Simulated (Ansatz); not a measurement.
Take Na in the bcc (W type) structure (space group Im-3m, No. 229; relaxed with 0.1 eV smearing) as the base.

```yaml
crystal:
  lattice:
    - [-2.08673, 2.08673, 2.08673]
    - [2.08673, -2.08673, 2.08673]
    - [2.08673, 2.08673, -2.08673]
  atoms:
    - { symbol: Na, position: [0.00000, 0.00000, 0.00000] }
```

Cartesian axes are those of the cell as printed.

All numbers come from PBEsol (Ansatz, a first-principles code; PAW; 420 eV plane waves; spin-orbit coupling left out).

Strains are applied to the cell and any free atomic positions relax.

One change was made to it. Results:

The shortest interatomic distance falls by 0.0137 Å, from 3.614 Å to 3.601 Å; the energy is nearly the same.

**Question.** Which of these changes matches the shifts?
A) tensor shear ε_xy = +1.43 %
B) tensor shear ε_xy = +1.71 %
C) tensor shear ε_xy = +0.57 %

**Answer.** C, tensor shear ε_xy = +0.57 %. For comparison, the shortest interatomic distance in the other runs: tensor shear ε_xy = +1.71 % gives 3.573 Å; tensor shear ε_xy = +1.43 % gives 3.580 Å.

Whether these cells are dynamically stable was not tested.
